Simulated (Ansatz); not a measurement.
Effect of isotropic strain +0.60 % on KZnF3

The reference is KZnF3 in the cubic perovskite structure (space group Pm-3m, No. 221; a = 4.052 Å).

One thing is altered: every lattice vector is stretched by 0.60 %, atoms relaxed at fixed cell.

Method: PBEsol in Ansatz (plane waves to 420 eV, PAW, scalar-relativistic without spin-orbit coupling). Settings: 8×8×8 k-points, 0.05 eV Fermi–Dirac smearing.

- Volume per atom: 13.55 Å³ (base 13.31 Å³)
- Space group: Pm-3m (No. 221) (base Pm-3m (No. 221))
- Shortest interatomic distance: 2.038 Å (base 2.026 Å)
- Energy relative to the base (free energy F): +1.1 meV/atom
- Band gap: 3.66 eV (base 3.71 eV)
- Gap character: indirect, R → Γ (base indirect, R → Γ)
- Smallest direct gap: 5.38 eV (base 5.52 eV)
- Mean gap deformation potential ΔEg/Δln V: -2.5 eV
- Width of the top valence band: 1.71 eV (base 1.82 eV)
- Electron mass: 0.44 mₑ (at Γ) (base 0.44 mₑ (at Γ))

Effective masses come from finite differences of ±0.01 Å⁻¹. No phonon test of stability was made. Many cubic perovskites are stable only at high temperature; tilts and polar distortions were not tested.

Ansatz is a program for electronic structure.
